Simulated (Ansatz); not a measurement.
Base system: K in the bcc (W type) structure (space group Im-3m, No. 229; a = 5.215 Å; relaxed with 0.1 eV smearing). Axes: x, y, z lie along the cube axes.

The values are results of Kohn–Sham DFT with the PBEsol functional, run in Ansatz (a first-principles code) with PAW and 420 eV plane waves, no spin-orbit coupling, not measurements.

Now apply this change: tensor shear ε_xy = +1.14 % (engineering shear γ = 0.0228), atoms relaxed at fixed cell.

Predict the new energy relative to the base and stress.

The energy goes up by 0.3 meV/atom; the stress (xx, yy, zz, yz, xz, xy; compression positive) amounts to (0.0, 0.0, 0.0, 0.0, 0.0, -0.1) GPa.

The cells carry an imposed strain or load. Stability against distortions was not tested.
